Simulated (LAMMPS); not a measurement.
LAMMPS 22 Jul 2025, classical MD, EDIP (Si.edip): Si, 1728 atoms.

```json
{
  "task": "MD, nve",
  "potential": "EDIP, Si.edip",
  "copies_of_the_repeat_unit": "6×6×6",
  "shape (slab and sphere leave vacuum in the box)": "bulk",
  "steps": "2000",
  "timestep": "1 fs",
  "thermo": "50",
  "newton": "on (default)",
  "atom_modify sort (bins of 2 Å where set)": "1000 (default)",
  "comm_style": "brick (default)",
  "box": "32.6 × 32.6 × 32.6 Å",
  "start": "generated diamond lattice, warmed in an untimed run"
}
```

All runs start from one configuration, warmed at this fixed volume for 1000 steps under a thermostat at 100 K. The run at a skin of 2 Å has a mean temperature of 98.2 K and a mean pressure of 0.0 GPa.

One run each, on a shared machine, so no times are given.

With neigh_modify every 1 delay 0 check yes, skins of 0.1, 0.3, 0.5, 1, 1.5, 2, 3 Å were run. Further schedules:
- skin 1 Å, every 1 delay 10 check yes
- skin 2 Å, every 20 delay 0 check no
- skin 0.3 Å, every 1 delay 10 check yes
- skin 2 Å, every 1 delay 10 check yes
- skin 1 Å, every 10 delay 0 check yes
- skin 1 Å, every 100 delay 0 check no
- skin 2 Å, every 10 delay 0 check yes

A schedule rebuilds too seldom if it shows a dangerous build, rebuilds less often than the check at every step does at that skin, or fails.

Which schedules can miss pairs here, and how do rebuilds depend on the skin?

With the check at every step the rebuilds are 269 at 0.1 Å, 81 at 0.3 Å, 2 at 0.5 Å, 0 at 1 Å, 0 at 1.5 Å, 0 at 2 Å, 0 at 3 Å. No further schedule rebuilds too seldom in this run.

| setting | rebuilds | dangerous builds | list entries an atom | change of the total energy (meV/atom) |
|---|---|---|---|---|
| skin 0.1 Å, every 1 delay 0 check yes | 269 | — | 4.00 | under 0.001 |
| skin 0.3 Å, every 1 delay 0 check yes | 81 | — | 4.00 | under 0.001 |
| skin 0.5 Å, every 1 delay 0 check yes | 2 | — | 4.00 | under 0.001 |
| skin 1 Å, every 1 delay 0 check yes | 0 | — | 16.0 | under 0.001 |
| skin 1.5 Å, every 1 delay 0 check yes | 0 | — | 28.0 | under 0.001 |
| skin 2 Å, every 1 delay 0 check yes | 0 | — | 28.0 | under 0.001 |
| skin 3 Å, every 1 delay 0 check yes | 0 | — | 46.0 | under 0.001 |
| skin 1 Å, every 1 delay 10 check yes | 0 | 0 | 16.0 | under 0.001 |
| skin 2 Å, every 20 delay 0 check no | 100 | not counted | 28.0 | under 0.001 |
| skin 0.3 Å, every 1 delay 10 check yes | 81 | 0 | 4.00 | under 0.001 |
| skin 2 Å, every 1 delay 10 check yes | 0 | 0 | 28.0 | under 0.001 |
| skin 1 Å, every 10 delay 0 check yes | 0 | 0 | 16.0 | under 0.001 |
| skin 1 Å, every 100 delay 0 check no | 20 | not counted | 16.0 | under 0.001 |
| skin 2 Å, every 10 delay 0 check yes | 0 | 0 | 28.0 | under 0.001 |

List entries are as LAMMPS prints them (Ave neighs/atom).
